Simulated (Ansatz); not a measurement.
The parent structure is ZrS₂ in the CdI2 type structure (space group P-3m1, No. 164; a = 3.635 Å, c = 5.720 Å; layered, stacked along the Cartesian z axis).

It is then changed as follows: hydrostatic tension (pressure −1 GPa).

Levels (all Ansatz, a program for electronic structure, PAW): PBE-D3(BJ) (420 eV, no SOC); r2SCAN (500 eV, scalar-relativistic without spin-orbit coupling); HSE06 (420 eV, no spin-orbit coupling); PBE+SOC (420 eV, with spin-orbit coupling).

One geometry, relaxed with PBE-D3(BJ), under each level:

```csv
level,band gap,lowest conduction level above the VBM at special points
PBE-D3(BJ),0.83 eV,L 0.83 eV; M 1.03 eV; A 1.49 eV; Γ 1.52 eV
r2SCAN,1.14 eV,L 1.14 eV; M 1.33 eV; A 1.79 eV; Γ 1.83 eV
HSE06,1.62 eV,L 1.62 eV; M 1.80 eV; A 2.36 eV; Γ 2.41 eV
PBE+SOC,0.83 eV,L 0.83 eV; M 1.02 eV; A 1.48 eV; Γ 1.52 eV
```

Single points use the geometry relaxed with PBE-D3(BJ). Their cutoffs differ, which shifts pressures a little. HSE06 gaps are upper bounds (no full band path). Differences between runs with and without spin-orbit coupling are approximate. Load acts through the strain it causes; cell and atoms are relaxed under it. Whether these cells are dynamically stable was not tested.
